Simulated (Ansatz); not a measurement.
**Mg2Sn: energy against volume**

Mg2Sn (antifluorite, Fm-3m, 25.596 Å³/atom and stress up to 0.01 GPa in the relaxed cell, cube axes along x, y and z) under an equal strain ε along all three axes. PBEsol in Ansatz, a plane-wave DFT program (PAW, default set), 420 eV, 15×15×15 Γ-centred mesh, Fermi-Dirac smearing 0.10 eV; ions are relaxed, or left where forces stay under 0.02 eV/Å, within the symmetry of each cell.

Here V stands for volume and E for E less E0.

| volume (Å³/atom) | E less E0 (meV/atom) | pressure (GPa) |
|---|---|---|
| 24.0909 | 13.12 | 2.98 |
| 24.4616 | 7.22 | 2.16 |
| 24.8360 | 3.12 | 1.39 |
| 25.2142 | 0.74 | 0.67 |
| 25.5962 | 0.00 | 0.00 |
| 25.9821 | 0.83 | -0.63 |
| 26.3718 | 3.14 | -1.22 |
| 26.7654 | 6.87 | -1.76 |
| 27.1629 | 11.95 | -2.27 |
| 27.9696 | ? | ? |

Taking the third-order Birch-Murnaghan form, a cubic in V^(-2/3) for E over the 9 complete rows: With u = V^(-2/3) - 0.1152, the rows have u = 0.0046849, 0.0034707, 0.0022750, 0.0010974, -0.0000626, -0.0012055, -0.0023313, -0.0034406, -0.0045336. Least squares gives E = 0.003 + 25.8·u + 589562·u² + 566295·u³. Residuals (row less fit): -0.002, 0.002, 0.000, -0.002, -0.004, 0.002, 0.000, 0.000, -0.001; standard error 0.003 (degrees of freedom: 5). Its minimum lies at u = -0.0000219, so V0 = (0.1151781)^(-3/2) = 25.58. There d²E/du² = 1179000 and d³E/du³ = 3398000, so B0 = (4/9) × 25.58^(-7/3) × 1179000 × 0.160218 = 43.5 GPa (the last factor turns the table's units into GPa), and B0' = 4 + (2/3) × 0.1151781 × (3398000)/1179000 = 4.2. B0' rests on the cubic coefficient alone and has a standard error of 0.1 from these residuals.

What does the fit predict for E at V = 27.9696, and how far is the calculated value from it?

u = -0.0066718, so E = 0.003 + 25.8 × (-0.0066718) + 589562 × (-0.0066718)² + 566295 × (-0.0066718)³ = 25.906 meV/atom. The calculation gives 25.89 meV/atom, 0.016 meV/atom below the prediction (0.1 % of the range of E in the table). The row lies outside the fitted rows, so this is an extrapolation. The scatter of the fitted rows lies at the last printed digit.

This level leaves no gap over 0.05 eV at strain -2.00, -1.50, -1.00, -0.50, 0.00, 0.50, 1.00, 1.50, 2.00, 3.00 %. Other structures, which can take over under pressure, weren't tried. The same form fitted to the pressure column gives B0' = 4.2; series where the two differ by over 0.4 aren't shown. Rows are the converged runs of the series near zero and its far end, less any whose ions stayed unrelaxed beside relaxed ones; series whose fitted rows scatter by over a few per cent of the range, as at a crossing or softening among them, aren't shown in this form.
